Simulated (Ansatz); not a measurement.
Rock-salt LuN, treated with PBE0 in Ansatz (plane waves, PAW).

The run printed, among other lines:

```
WARN output.stress: scf.exx.energy_threshold = 1e-6 eV is looser than the 2e-8 eV advised for a stress under a hybrid functional (1e-8 eV for each atom of the …
Crystal: 2 atoms, lattice volume = 26.925 Å³
Basis set: ecut = 460 eV, 609 PW (Γ), exchange–correlation on 48×48×48 points (8 copies of the dense FFT grid, shifted against one another)
Bands: 19, of which v1, the nominal top of the filled ones, is band 15 counted from 1 (14 counted from 0)
Symmetry: 48 space group operations
Space group: Fm-3m (ITA 225), of the structure as read, at distance tolerance 3.0e-5 Å
k-points: 47 of 1000
Functional: x = pbe(κ = 0.804, μ = 0.2195149727645171), c = pbe(β = 0.06672455060314922), warm-up for x = 0.75 pbe(κ = 0.804, μ = 0.2195149727645171) + 0.25 exact, c = pbe(β = 0.06672455060314922)
SCF iter   1: F=—  HF=-15119.956794 eV  |F-HF|=—  |Δ(HF+E_count)|=         —  Δρ=1.72e-3  dr2=4.29e-4
SCF iter   2: F=—  HF=-15119.956873 eV  |F-HF|=—  |Δ(HF+E_count)|=   7.87e-5  Δρ=1.10e-3  dr2=2.25e-4
  ...
SCF 1 converged in 9 iterations: F = -15119.956434 eV  dr2 = 7.23e-13
Crystal: 2 atoms, lattice volume = 26.925 Å³
Initial density: handed on by an earlier stage of this run
Functional: x = 0.75 pbe(κ = 0.804, μ = 0.2195149727645171) + 0.25 exact, c = pbe(β = 0.06672455060314922)
SCF 2 converged in 8 iterations: F = -15117.567178 eV  dr2 = 7.36e-11
Crystal: 2 atoms, lattice volume = 26.925 Å³
Crystal: 2 atoms, lattice volume = 26.925 Å³
SCF iter  11: F=—  HF=-15117.589693 eV  |F-HF|=—  |Δ(HF+E_count)|=  2.55e-11  Δρ=7.18e-8  dr2=2.26e-10
SCF iter  12: F=-15117.589693 eV  HF=-15117.589693 eV  |F-HF|=1.46e-11  |Δ(HF+E_count)|=   2.29e-9  Δρ=2.99e-7  dr2=2.15e-11
SCF 4 converged in 12 iterations: F = -15117.589693 eV  dr2 = 2.15e-11
Free energy (F): -15117.589693 eV
Internal energy: -15117.589693 eV  (E = F + TS)
E sigma→0 (E₀):  -15117.589693 eV
Fermi energy:    16.472319 eV
--- Stress (GPa, compression-positive) ---
       -0.000932       0.000000      -0.000000
        0.000000      -0.000932      -0.000000
        0.000000      -0.000000      -0.000932
  P = ⅓ Tr σ = -0.0009 GPa (-0.009 kbar)
```

Problem. Write an input file that could have produced this run (the log leaves some choices open).

Solution. Several could match; the one computed here: 
Ansatz 0.2 input:
```yaml
crystal:
  lattice:
    - [0.0, 2.3788986757, 2.3788986757]
    - [2.3788986757, 0.0, 2.3788986757]
    - [2.3788986757, 2.3788986757, 0.0]
  atoms:
    - { symbol: Lu, position: [0.0, 0.0, 0.0] }
    - { symbol: N, position: [0.5, 0.5, 0.5] }
basis:
  ecutwfc: 460
  ecutrho_ratio: 4
  xc_grid: 2
kpoints:
  mp_grid: { grid: [10, 10, 10] }
hamiltonian:
  xc: pbe0
  dispersion: none
  pseudopotentials: { kind: paw }
scf:
  occupations: { method: fermi_dirac, width: 0.05 }
  convergence: { dr2_threshold: 0.0000000002 }
output:
  forces: true
  stress: true
  eigenvalues: true
```

The PAW data were made under PBE.

It cost about 2.9 core-minutes (a rough figure) of CPU time.

Ansatz is a first-principles code.
